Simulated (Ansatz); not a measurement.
The parent structure is SnS in the GeS type structure (space group Pnma, No. 62).

```
SnS
1.0
   11.15548     0.00000     0.00000
    0.00000     3.99991     0.00000
    0.00000     0.00000     4.26082
Sn S
4 4
Cartesian
  6.89879   2.99994   2.60660
  9.83443   0.99998   0.47619
  4.25669   0.99998   1.65421
  1.32105   2.99994   3.78462
  3.93641   2.99994   4.15542
  1.64133   0.99998   2.02501
  7.21907   0.99998   0.10540
  9.51415   2.99994   2.23581
```

Cartesian axes are those of the cell as printed.

Method: PBE-D3(BJ) (Ansatz, a quantum-chemistry and plane-wave program), spin-orbit coupling left out, earlier PAW set.

For the base:

Shortest interatomic distance: 2.642 Å
Band gap: 0.70 eV

It is then changed as follows: biaxial strain −0.58 %, plane normal [001], relaxed out of plane (Cartesian); in-plane vectors clamped, the third vector and the atoms free.

Q: How does this affect the in-plane stress?

A: The mean in-plane stress (compression positive) comes out as +0.3 GPa.

Q: Estimate the effect on the shortest interatomic distance.

A: The shortest interatomic distance rises by 0.002 Å (2.642 Å → 2.644 Å).

Q: What does the calculation give for the band gap after the change?

A: The band gap drops by 0.03 eV, from 0.70 eV to 0.67 eV.

Q: What happens to the out-of-plane strain?

A: The out-of-plane strain is +0.81 %.

Whether these cells are dynamically stable was not tested.
